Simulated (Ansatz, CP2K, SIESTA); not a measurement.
Code comparison for a sheet of MgI2 (3 atoms in the cell)

Band-structure calculation.

```
MgI2
1.0
    4.20082     0.00000     0.00000
   -2.10041     3.63802     0.00000
    0.00000     0.00000    17.33512
Mg I
1 2
Cartesian
  0.00000   0.00000   8.66756
  0.00000   2.42535  10.33511
  2.10041   1.21267   7.00001
```

Shared settings, as Ansatz (an electronic-structure program) writes them: kpoints.mp_grid.grid = 9 9 1; scf.occupations.method = gaussian; scf.occupations.width = 0.136 eV. Potentials and cutoffs stand in the table.

```tsv
code	model	gap along the path (eV)	smallest direct gap (eV)	cutoff
Ansatz	PBE, default PAW files	3.67	4.01	default
SIESTA	GGA PBE, numerical atomic orbitals DZP, PseudoDojo PBE standard norm-conserving potentials (rewritten from UPF to PSML)	3.90	4.27	grid 400 Ry
CP2K	PBE, GPW, DZVP-MOLOPT-SR-GTH basis, GTH-PBE potentials (GTH_POTENTIALS)	3.69	4.03	grid 1000 Ry
```

On Ansatz's run: spin-orbit coupling is off.

The spread over the programs that give each value: gap along the path within 0.23 eV; smallest direct gap within 0.26 eV.

SIESTA and CP2K use small atom-centred bases, whose incompleteness enters pressures, forces and empty levels differently from a plane-wave cutoff.

The starting cell was generated: these elements placed on a structure prototype, without a prior relaxation; it need not be a known phase or ordering of this composition. Its lattice was rescaled in the plane by a random factor within 2.5 % of one.

Left out of this page: Quantum ESPRESSO and Elk (not drawn, or without a comparable value).

Keys are those of Ansatz 0.2.
